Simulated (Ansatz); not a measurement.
**Step by step: formation energy of Sb2Se3 (Pnma) from the elements**

Consider the formation energy of Sb2Se3 (Pnma) from the elements. Reaction: 3 Se (P3₁21) + 2 Sb (R-3m) → Sb2Se3 (Pnma). The sign is products less reactants. The value is per atom of the solid.

Sb2Se3 (Pnma), 20 atoms in the cell. Conventional cell: a = 11.7012 Å, b = 3.9889 Å, c = 11.3404 Å, α = β = γ = 90.00°.

Ansatz (an electronic-structure program) with PAW potentials; structures come from PBE+D3(BJ) relaxations, nuclei static, no net charge. Ansatz runs with its default PAW set. Other levels take these structures. The lattices are those relaxed with PBE+D3(BJ), so at other levels the solids can be strained, which adds to the spread. Larger cells are relaxed from a start prepared with the learned potential CHGNet, on a coarser mesh till forces fall under 0.03 eV/Å, which some starts already meet. The runs are scalar-relativistic, without spin-orbit coupling.

Total energies of the cells in eV, at zero smearing width. They compare only within one column; the weights balance every element.

| cell | atoms | weight | r2SCAN+D4 | PBEsol |
|---|---|---|---|---|
| Sb2Se3 (Pnma) | 20 | +1 | -117738.87264 | -116360.26702 |
| Se (P3₁21) | 3 | −4 | -16434.67718 | -16272.61948 |
| Sb (R-3m) | 2 | −4 | -12998.57270 | -12816.17335 |

r2SCAN+D4: (-117738.87264) − 4 × (-16434.67718) − 4 × (-12998.57270) = -5.873 eV; dividing by 20 atoms gives -0.29 eV/atom.

PBEsol: (-116360.26702) − 4 × (-16272.61948) − 4 × (-12816.17335) = -5.096 eV; dividing by 20 atoms gives -0.25 eV/atom.

What follows from the r2SCAN+D4 value: A formula unit of Sb2Se3 has 5 atoms, so it forms with -0.2937 × 5 = -1.469 eV, or -141.7 kJ/mol at 96.485 kJ/mol per eV.
